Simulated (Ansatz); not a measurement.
## What biaxial strain −1.00 %, plane normal [001], relaxed out of plane does to Cu

The reference is Cu in the fcc (Cu type) structure (space group Fm-3m, No. 225; a = 3.5634 Å; relaxed with 0.1 eV smearing). Axes: x, y, z lie along the cube axes.

One thing is altered: compressive biaxial strain of 1.00 % in the plane normal to [001], as in epitaxy on a mismatched substrate; the out-of-plane cell vector and the atoms relax.

Method: DFT with PBEsol, PAW potentials and a 420 eV plane-wave cutoff in Ansatz (a program for electronic structure), without spin-orbit coupling, earlier PAW set. Settings: 32×32×32 k-points, 0.1 eV Fermi–Dirac smearing.

The volume per atom decreases by 0.07 Å³ to 11.24 Å³ and the space group goes from Fm-3m (No. 225) to I4/mmm (No. 139). The energy goes up by 1.1 meV/atom and the pressure (mean of the normal stresses, compression positive) goes from zero to 1.1 GPa. The band gap stays zero and the out-of-plane strain comes out as +1.38 %. The ratio −ε⊥/ε∥ comes out as 1.38 and the mean in-plane stress (compression positive) amounts to +1.7 GPa.

Cost of the whole job for the changed cell (relaxation, final SCF and bands): around 2.0 core-minutes (rough).

Whether these cells are dynamically stable was not tested. All final runs are without spin polarisation.
